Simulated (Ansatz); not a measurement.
## Response to strain in TiSi2

Start from TiSi2 (space group Fddd, No. 70; a = 4.7791 Å, b = 8.2295 Å, c = 8.5206 Å). Axes: x, y, z lie along a, b, c of the conventional cell.

Strains are applied to the cell and any free atomic positions relax; under biaxial strain the out-of-plane vector relaxes too; under stress the whole cell relaxes.

All numbers come from Kohn–Sham DFT with the r2SCAN functional, run in Ansatz (a program for electronic structure) with PAW and 500 eV plane waves, no spin-orbit coupling.

Notes on the quantities. pressure: mean of the normal stresses, compression positive; energy relative to the base: free energy F.

| variant | pressure | energy relative to the base | volume per atom | space group |
|---|---|---|---|---|
| base | 0.0 GPa | 0 meV/atom | 13.96 Å³ | Fddd (No. 70) |
| biaxial strain −4.33 %, plane normal [001], relaxed out of plane | 12.7 GPa | (withheld) | 12.93 Å³ | Fddd (No. 70) |
| biaxial strain −0.48 %, plane normal [001], relaxed out of plane | 1.1 GPa | +0.7 meV/atom | (withheld) | Fddd (No. 70) |
| biaxial strain +1.93 %, plane normal [001], relaxed out of plane | -3.9 GPa | +10 meV/atom | 14.43 Å³ | Fddd (No. 70) |
| isotropic strain −5.34 % | 35.3 GPa | +0.202 eV/atom | 11.84 Å³ | Fddd (No. 70) |
| uniaxial strain ε_xx = +1.75 % | -2.4 GPa | +4.3 meV/atom | 14.21 Å³ | Fddd (No. 70) |
| uniaxial stress, 2 GPa compression along x | – | +0.5 meV/atom | 13.90 Å³ | Fddd (No. 70) |
| tensor shear ε_yz = +0.81 % | 0.0 GPa | (withheld) | 13.96 Å³ | C2/c (No. 15) |

**Question.** Complete the table.

**Answer.** 
- biaxial strain −4.33 %, plane normal [001], relaxed out of plane, energy relative to the base: +64 meV/atom
- biaxial strain −0.48 %, plane normal [001], relaxed out of plane, volume per atom: 13.85 Å³
- tensor shear ε_yz = +0.81 %, energy relative to the base: +0.9 meV/atom

Without a gap, meshes like the base's 13×13×13 leave anisotropic stresses uncertain by several tenths of a GPa, and small strain energies with them. Beyond what the load breaks, stability against distortions was not tested. The final runs are not spin-polarised.
